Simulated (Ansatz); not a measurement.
What holes 2.0×10^21 cm⁻³ does to ZnSe

Base system: ZnSe in the zinc blende structure (space group F-43m, No. 216; a = 5.666 Å).

Now apply this change: hole doping at 2.0×10^21 cm⁻³ (0.0910 per cell), with a uniform compensating background at fixed cell and a 300 K Fermi–Dirac width.

The values are results of Ansatz (a program for electronic structure) r2SCAN, no SOC, earlier PAW set, not measurements. Γ-centred 23×23×23 mesh, Fermi–Dirac width 0.0259 eV.

| quantity | base | changed | shift |
|---|---|---|---|
| gap between the host's bands | 1.86 eV | 1.92 eV | +0.053 eV |
| gap character | direct at Γ | direct at Γ | – |
| valley order (the lowest conduction-band minima on the path, energy above the VBM, named in the base's zone) | Γ 1.86 eV; L along ⟨111⟩ 3.05 eV; X along ⟨100⟩ 3.34 eV | Γ 1.92 eV; L along ⟨111⟩ 3.11 eV; X along ⟨100⟩ 3.43 eV | – |
| Fermi level relative to the doped band's edge (positive inside the band; to 0.05 eV) | – | +0.30 eV | – |

Cost of the whole job for the changed cell (relaxation, final SCF and bands): about 80 core-seconds (a rough figure).

Charged cell with a jellium background: band edges are those of the host's band count, energies are not comparable with the neutral cell, and many-body gap narrowing is missing. Whether these cells are dynamically stable was not tested.
